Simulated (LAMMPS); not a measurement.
Simulation of a symmetric tilt boundary about [1-10] in Si (diamond structure), boundary plane (332).

Level of theory: classical MD, pair style tersoff/mod/c, file Si.tersoff.modc, run in LAMMPS.

Σ11, energy 0.65 J/m² at 0 K; heated in steps, 60 ps sampled at each, free outer surfaces; steps at which the grains lost their order are left out.

| T (K) | disordered width (Å) | disordered share in the grains |
|---|---|---|
| 844 | 1.6 | 0.00 |
| 1181 | 2.6 | 0.01 |
| 1350 | 2.8 | 0.02 |
| 1518 | … | 0.06 |
| 1636 | … | 0.07 |

Q: Fill in the missing entries.

A: 
- 1636, disordered width (Å): 4.1
- 1518, disordered width (Å): 3.5
